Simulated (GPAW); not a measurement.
**A short convergence ladder for LuF3 (P-3m1, 4 atoms in the cell)**

```yaml
crystal:
  lattice:
    - [3.82734, 0.00000, 0.00000]
    - [-1.91367, 3.31457, 0.00000]
    - [0.00000, 0.00000, 4.21981]
  atoms:
    - { symbol: Lu, position: [0.00000, 0.00000, 0.50000] }
    - { symbol: F, position: [0.33333, 0.66667, 0.60999] }
    - { symbol: F, position: [0.66667, 0.33333, 0.39001] }
    - { symbol: F, position: [0.00000, 0.00000, 0.00000] }
```

Base method: LDA (Perdew-Wang 92), LCAO dzp, GPAW PAW datasets LDA (gpaw-data 1.0.1) (GPAW).

Base settings: mode = lcao; h = 0.2 Å; basis = dzp; xc = LDA; kpts = 3 3 3; mesh shift (steps) = 0 0 0; occupations.name = fixed-uniform; convergence.density = 1e-05 e/electron; convergence.energy = 1e-05 eV/electron; symmetry.symmorphic = false.

**The force threshold of a relaxation**

On LuF3 (P3m1, 4 atoms in the cell): one atom moved by 0.15 angstrom.

In this ladder: occupations.name = fermi-dirac; occupations.width = 0 eV; optimizer = BFGS.

The mesh stays at the base's, so the ladder's end is converged at best in this setting alone.

Only quantities that move along the ladder and can be compared are tabulated; the gap is left out on so coarse a mesh.

| fmax | free energy less the last step's (meV/atom) | largest force left (eV/Å) | relaxation steps |
|---|---|---|---|
| 0.05 eV/Å | 0.09 | 0.0495 | 18 |
| 0.03 eV/Å | 0.01 | 0.0281 | 19 |
| 0.02 eV/Å | 0.00 | 0.0121 | 20 |
| 0.01 eV/Å | 0.00 | 0.0066 | 21 |
| 0.005 eV/Å | 0.00 | 0.0021 | 22 |
| 0.002 eV/Å | 0.00 | 0.0013 | 23 |
| 0.001 eV/Å | 0.00 | 0.0005 | 27 |

Coarsest fmax that holds the free energy within 0.05 meV/atom of the last step, with all finer ones: 0.03 eV/Å; the step before is off by 0.09 meV/atom.

Coarsest fmax that holds the largest force left within 0.005 eV/Å of the last step, with all finer ones: 0.005 eV/Å; the step before is off by 0.0061 eV/Å.

On the base run: the starting cell comes from a database of computed structures (which also holds hypothetical and non-ambient phases and stackings), without a prior relaxation at this level. Its lattice was rescaled by up to half a per cent. Values carry the incompleteness of an atom-centred basis.

Left out of this page: 2 runs of the series unsound by tests on forces, stress, charge or solver warnings.
